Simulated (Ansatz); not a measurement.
Hexagonal WC was calculated with r²SCAN+SOC (plane waves, PAW; Ansatz, a quantum-chemistry and plane-wave program).

Settings: plane-wave cutoff 560 eV, 24×24×20 k mesh (along the axes of the cell as run), Fermi–Dirac smearing 0.05 eV, PAW data made under PBE.

Shape and atoms are relaxed at each volume.

Pressure at four volumes; x = ln(V/10.406 Å³). One pressure is withheld.

```tsv
V (Å³/atom)	x	P (GPa)
9.989	-0.0409	?
10.197	-0.0203	8.43
10.406	0.0000	-0.01
10.822	0.0392	-14.46
```

Pass a parabola P(x) through the three rows shown, estimate the bulk modulus and its pressure derivative near zero pressure, and predict the withheld pressure.

Slopes between the rows: (-0.01 − (8.43))/(0.0000 − (-0.0203)) = -415.76 and (-14.46 − (-0.01))/(0.0392 − (0.0000)) = -368.62 GPa. Their difference over the span 0.0595 is c = 47.14/0.0595 = 792.3 GPa, so P(x) = 8.43 + (-415.76)(x − (-0.0203)) + 792.3 (x − (-0.0203))(x − (0.0000)). At the middle row B = −dP/dx = −[-415.76 + 792.3 × 0.0203] = 399.7 GPa, and B′ = dB/dP = 2c/B = 4.0. At x = -0.0409 the parabola gives 17.66 GPa; the run gives 17.79 GPa. The Birch–Murnaghan fit to the energies at all volumes has B0 = 400 GPa and B′ = 4.2.

Measured, for comparison: bulk modulus 384 ± 0.8 GPa (room temperature, not corrected to a static lattice, adiabatic, ultrasonic, sources range from 377 to 412; as tabulated in Compression behavior of WC and WC-6%Co up to 50 GPa (OSTI 1006718)). Computed less measured: bulk modulus +4.2 % (inside the range of the sources held). A static lattice is as a rule a little smaller and stiffer than an uncorrected measurement, which can account for part of this in the bulk modulus.
